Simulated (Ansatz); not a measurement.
Start from WC (space group P-6m2, No. 187).

```cif
data_CW
_chemical_formula_sum 'W1 C1'
_space_group_name_H-M_alt 'P 1'
_space_group_IT_number 1
_cell_length_a 2.92185
_cell_length_b 2.92185
_cell_length_c 2.84710
_cell_angle_alpha 90.000
_cell_angle_beta 90.000
_cell_angle_gamma 120.000
loop_
_space_group_symop_operation_xyz
  'x, y, z'
loop_
_atom_site_label
_atom_site_type_symbol
_atom_site_fract_x
_atom_site_fract_y
_atom_site_fract_z
_atom_site_occupancy
W1 W 0.00000 0.00000 0.00000 1
C1 C 0.33333 0.66667 0.50000 1
```

Computed with PBE (Ansatz, an electronic-structure program, PAW, no spin-orbit coupling).

For the base:

| Item | Value |
|---|---|
| Lattice parameter a | 2.922 Å |
| c/a ratio | 0.974 |

One thing is altered: cell and atoms relaxed at a pressure of 15 GPa.

Problem. What happens to the lattice parameter a and c/a ratio?

Solution. The lattice parameter a shrinks by 0.038 Å, from 2.922 Å to 2.884 Å; the c/a ratio increases by 0.003, from 0.974 to 0.977.

Load acts through the strain it causes; cell and atoms are relaxed under it. No phonon test of stability was made. No other phases were tried under pressure. The final runs are not spin-polarised.
